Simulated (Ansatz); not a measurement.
Seebeck coefficient (μV/K, mean over directions) of p-type AlP (F-43m) against carrier density, PBEsol with spin-orbit coupling, rigid bands (Ansatz, an electronic-structure program). Computed gap 1.43 eV; densities at which minority carriers matter at this gap, or further valleys turn the trend, are left out. Conductivity mass 0.68 mₑ (harmonic mean over directions), N_v = 5.6e19 cm⁻³ at 300 K.

```json
[
 {"hole density": "1e16 cm⁻³", "300 K": "992", "500 K": "…"},
 {"hole density": "1e17 cm⁻³", "300 K": "794", "500 K": "865"},
 {"hole density": "1e18 cm⁻³", "300 K": "596", "500 K": "666"},
 {"hole density": "3e18 cm⁻³", "300 K": "501", "500 K": "…"},
 {"hole density": "1e19 cm⁻³", "300 K": "399", "500 K": "468"},
 {"hole density": "3e19 cm⁻³", "300 K": "307", "500 K": "375"},
 {"hole density": "1e20 cm⁻³", "300 K": "212", "500 K": "274"},
 {"hole density": "3e20 cm⁻³", "300 K": "134", "500 K": "187"},
 {"hole density": "1e21 cm⁻³", "300 K": "…", "500 K": "104"}
]
```

Task: What belongs in the gaps?

Result: 
- 1e16 cm⁻³, 500 K: 1063
- 3e18 cm⁻³, 500 K: 572
- 1e21 cm⁻³, 300 K: 67

Rigid bands with a gap fixed in temperature, one relaxation time for all states, no polarons or phonon drag, and whether or not such doping can be reached.
